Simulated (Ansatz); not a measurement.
The reference is ZnO in the wurtzite structure (space group P6_3mc, No. 186; a = 3.2298 Å, c = 5.2148 Å). Axes: x lies along a and z along c of the hexagonal cell.

All numbers come from Ansatz (an electronic-structure program), PBEsol, PAW, cutoff 420 eV, no spin-orbit coupling.

Base values:

The valence-band top at Γ is 0.00, 0.00, -0.10 eV and the band gap is 0.70 eV.

Modification: a free-standing slab of 1 layer (4 atoms, 4 a layer) is cut normal to the y axis, with 15 Å of vacuum and the in-plane cell held at bulk.

### Question
Predict the new valence-band top at Γ, band gap and gap character.

### Answer
The valence-band top at Γ (three highest levels, from the VBM) goes from 0.00, 0.00, -0.10 eV to 0.00, -0.08, -1.62 eV; the band gap rises by 1.06 eV (0.70 eV → 1.76 eV); the gap character is direct at Γ.

Gaps are Kohn–Sham eigenvalue differences; semilocal functionals usually give less than the measured gap. Stability against distortions was not tested. k-point labels follow each cell's own Brillouin zone.
